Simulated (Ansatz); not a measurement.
Consider BAs in the zinc blende structure (space group F-43m, No. 216; a = 4.7839 Å). Axes: x, y, z lie along the cube axes.

All numbers come from r2SCAN in Ansatz (plane waves to 500 eV, PAW, scalar-relativistic without spin-orbit coupling).

Strains are applied to the cell and any free atomic positions relax; under biaxial strain the out-of-plane vector relaxes too.

One change was made to it. Results:

The band gap drops by 0.08 eV to 1.30 eV; the valence-band top at Γ (three highest levels, from the VBM) becomes 0.00, 0.00, -0.13 eV (base: 0.00, 0.00, 0.00 eV); the energy rises by 5.2 meV/atom.

Problem. Name the change that was made.
(A) biaxial strain −1.25 %, plane normal [111], relaxed out of plane
(B) biaxial strain −0.42 %, plane normal [111], relaxed out of plane
(C) biaxial strain −2.08 %, plane normal [111], relaxed out of plane

Solution. A, biaxial strain −1.25 %, plane normal [111], relaxed out of plane. For comparison, the band gap in the other runs: biaxial strain −0.42 %, plane normal [111], relaxed out of plane gives 1.36 eV; biaxial strain −2.08 %, plane normal [111], relaxed out of plane gives 1.23 eV.

Whether these cells are dynamically stable was not tested.

Ansatz is a first-principles code.
